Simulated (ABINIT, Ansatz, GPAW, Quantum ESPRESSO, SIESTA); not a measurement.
BeB₂ (P1, 3 atoms in the cell) computed with different codes at matched settings

Self-consistent single point, at a second geometry (atoms moved at random). First geometry:

```
CELL_PARAMETERS angstrom
      2.92969     0.00000     0.00000
     -1.46484     2.53719     0.00000
      0.00000     0.00000     2.87733
ATOMIC_POSITIONS crystal
  Be 0.00000 0.00000 0.00000
  B  0.33333 0.66667 0.50000
  B  0.66667 0.33333 0.50000
```

Second geometry:
```
BeB2
1.0
    2.92969     0.00000     0.00000
   -1.46484     2.53719     0.00000
    0.00000     0.00000     2.87733
Be B
1 2
Cartesian
  0.01054   0.00692   0.08036
  0.00845   1.71502   1.38374
  1.44586   0.81525   1.41323
```

Shared settings, as Ansatz (an electronic-structure program) writes them: kpoints.mp_grid.grid = 13 13 11; scf.occupations.method = fermi_dirac; scf.occupations.width = 0.136 eV. Potentials and cutoffs stand in the table.

```
code                                                                                                                                      model  ΔF from the first geometry (meV/atom)  pressure (GPa)  largest force (eV/Å)       cutoff
----------------  -----------------------------------------------------------------------------------------------------------------------------  -------------------------------------  --------------  --------------------  -----------
SIESTA            GGA PBEsol, numerical atomic orbitals DZP, PseudoDojo PBEsol standard norm-conserving potentials (rewritten from UPF to PSML)                                   15.3            1.59                 1.158  grid 350 Ry
Quantum ESPRESSO                                                          PBEsol, PseudoDojo standard norm-conserving (PBESOL) pseudopotentials                                   13.8           -0.45                 1.040        90 Ry
GPAW                                                                                      PBEsol, GPAW PAW datasets PBEsol (made by gpaw-setup)                                   13.5               –                 1.026       950 eV
ABINIT                                                           PBEsol, norm-conserving pseudopotentials (PseudoDojo nc-sr-04 PBEsol standard)                                   13.8           -0.45                 1.040      1197 eV
Ansatz                                                                                                          PBEsol, PAW files made with PBE                                   13.4           -1.20                 1.023      default
```

Size of the force on each atom (eV/Å): Sizes of forces hide their directions.

```csv
code,Be1,B2,B3
SIESTA,0.175,1.151,1.158
Quantum ESPRESSO,0.155,1.033,1.040
GPAW,0.147,1.017,1.026
ABINIT,0.155,1.033,1.040
Ansatz,0.145,1.015,1.023
```

A dash marks a value that a program does not give, or that is left out as unsure.

The spread over the programs that give each value: ΔF from the first geometry within 1.9 meV/atom; pressure within 2.79 GPa; largest force within 0.135 eV/Å.

SIESTA uses small atom-centred bases, whose incompleteness enters pressures, forces and empty levels differently from a plane-wave cutoff. Ansatz's pressure is given at a fixed set of plane waves, as the other plane-wave codes print theirs; with its correction for the finite basis it is -1.05 GPa. The pressure of GPAW is left out: its cutoff lies under the one at which its stress was checked. In the pressure, SIESTA (by 2.05) lies more than 1 GPa from the median of the plane-wave programs. In the force vectors, SIESTA (by 0.132) lies more than 0.08 eV/Å from the median of the plane-wave programs.

The starting cell comes from a database of computed structures (which also holds hypothetical and non-ambient phases and stackings), without a prior relaxation at this level. For this run, on top of that: atoms moved at random.

Keys are those of Ansatz 0.2.
